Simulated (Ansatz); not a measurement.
Functionals compared on the (221) surface of bcc Na in its 1x1 cell, outermost plane spacing 0.70 Å in the ideal cut, in Ansatz (plane waves, PAW). The structure was relaxed with PBE; the other rows are single points on it, each with its references at the same level. Cutoff 420 eV (500 eV for r2SCAN).

Model: 15-atom slab, 9.8 Å thick at the start (thin: gaps and levels are the slab's own), 7x5x1 mesh, Fermi-Dirac 0.1 eV, dipole correction, all atoms relaxed; held to the part of the start's symmetry that mesh and held atoms allow; no spin, no spin-orbit, no U. These notes are the PBE run's.

```tsv
functional	surface energy (J/m²)	work function of the top face (eV)	rough cost of the single point
PBE	0.24	2.68	–
LDA	0.27	2.80	around 4 core-minutes (rough)
PBEsol	0.26	2.70	very roughly 4 core-minutes
RPBE	0.22	2.62	about 4 core-minutes (a rough figure)
r2SCAN	?	?	about 7 core-minutes (a rough figure)
```

Problem. What belongs in the gaps?

Solution. 
- r2SCAN, surface energy (J/m²): 0.27
- r2SCAN, work function of the top face (eV): 2.68

Ansatz is a quantum-chemistry and plane-wave program.
